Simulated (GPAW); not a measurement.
A self-consistent single point of Cd3Te (I4/mmm, 4 atoms in the cell) with GPAW.

Method of the run: PBEsol, GPAW PAW datasets PBEsol (made by gpaw-setup) (plane waves; GPAW 25.7.0).

```
CELL_PARAMETERS angstrom
     -2.26263     2.26263     5.11413
      2.26263    -2.26263     5.11413
      2.26263     2.26263    -5.11413
ATOMIC_POSITIONS crystal
  Cd 0.75000 0.25000 0.50000
  Cd 0.25000 0.75000 0.50000
  Cd 0.50000 0.50000 0.00000
  Te 0.00000 0.00000 0.00000
```

Reference input (self-consistent single point, DFT PBEsol, plane waves, GPAW PAW datasets PBEsol (made by gpaw-setup)): mode = pw; ecut = 550 eV; xc = PBEsol; kpts = 6 6 6; mesh shift (steps) = 0 0 0; occupations.name = methfessel-paxton; occupations.width = 0.05 eV; occupations.order = 0; nbands = -12; convergence.density = 1e-05 e/electron; convergence.energy = 1e-05 eV/electron; symmetry.symmorphic = false. This run's input differs from it in these lines:

```diff
@@ -14,3 +14,3 @@
 
-calc = GPAW(mode=PW(550),
+calc = GPAW(mode=PW(1100),
             xc='PBEsol',
```

Output, abridged:

```
     iter     time        total  log10-change:
                         energy   eigst   dens
iter:   1 --:--:--    -7.459979
iter:   2 --:--:--    -7.414206   -2.01  -1.45
iter:   3 --:--:--    -7.260563   -2.15  -1.49
iter:   4 --:--:--    -7.278210   -2.66  -1.69
iter:   5 --:--:--    -7.249162   -3.43  -1.87
iter:   6 --:--:--    -7.248538   -5.02  -2.66
iter:   7 --:--:--    -7.244242   -3.92  -2.72
iter:   8 --:--:--    -7.244150   -4.83  -3.15
iter:   9 --:--:--    -7.244182c  -5.99  -3.36
iter:  10 --:--:--    -7.244110c  -5.32  -3.31
iter:  11 --:--:--    -7.244135c  -5.70  -3.71
iter:  12 --:--:--    -7.244091c  -5.95  -4.18
iter:  13 --:--:--    -7.244085c  -6.96  -4.31
iter:  14 --:--:--    -7.244084c  -8.31c -4.55
iter:  15 --:--:--    -7.244085c  -8.20c -4.59
iter:  16 --:--:--    -7.244085c  -8.61c -5.06c
Converged after 16 iterations.

Dipole moment: (0.000000, -0.000000, -0.000000) |e|*Ang

Energy contributions relative to reference atoms: (reference = -641018.839627)

Kinetic:        +14.986327
Potential:      -12.271429
External:        +0.000000
XC:             -10.354168
Entropy (-ST):   -0.000835
Local:           +0.395602
SIC:             +0.000000
--------------------------
Free energy:     -7.244503
Extrapolated:    -7.244085

Showing only first 2 kpts
 Kpt  Band  Eigenvalues  Occupancy
  0    19      4.06475    2.00000
  0    20      5.81338    2.00000
  0    21      7.78004    0.00000
  0    22      7.78004    0.00000

  1    19      4.34114    2.00000
  1    20      5.76064    2.00000
  1    21      6.07813    2.00000
  1    22      6.92260    0.00000

Fermi level: 6.30732

No gap
No difference between direct/indirect transitions
Energy (eV): -7.244085

Forces in eV/Ang:
  0 Cd    0.00000   -0.00000    0.00000
  1 Cd    0.00000    0.00000    0.00000
  2 Cd    0.00000    0.00000    0.00000
  3 Te    0.00000    0.00000    0.00000

Stress tensor:
     0.029385     0.000000     0.000000
     0.000000     0.029385     0.000000
     0.000000     0.000000     0.017244
Stress (GPa, Voigt): [4.7079 4.7079 2.7628 0.     0.     0.    ]
```

The run converged in 16 iterations. GPAW prints stress with tension positive. Against the reference run the free energy drops by 1.4 meV/atom and the pressure goes from -4.17 to -4.06 GPa.

The starting cell comes from a database of computed structures (which also holds hypothetical and non-ambient phases and stackings), without a prior relaxation at this level. The run gives no clean gap (levels at the Fermi energy touch, overlap or are partly filled at this smearing), which alone does not show that the compound is a metal.

Cost on one core of a shared machine: roughly 4 min.
